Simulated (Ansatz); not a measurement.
System: AlOCl (Pmmn, No. 59; cell taken from a computed entry). Method: PBEsol in Ansatz (plane waves, PAW).

Settings: plane-wave cutoff 520 eV, 12×10×4 k mesh (along the axes of the cell as run), Fermi–Dirac smearing 0.01 eV, scalar-relativistic PAW data made under PBE.

Computed at the level's own relaxed cell.

Task: Estimate the band gap and smallest direct gap on the k points sampled that the calculation returns.

Result: 
* **band gap**: 5.66 eV (indirect)
* **smallest direct gap on the k points sampled**: 5.90 eV

Note: the cell has widely spaced layers and the level no dispersion term, so their spacing and the moduli can rest on weak binding.

Computed values are for the static lattice.

Ansatz is a first-principles code.
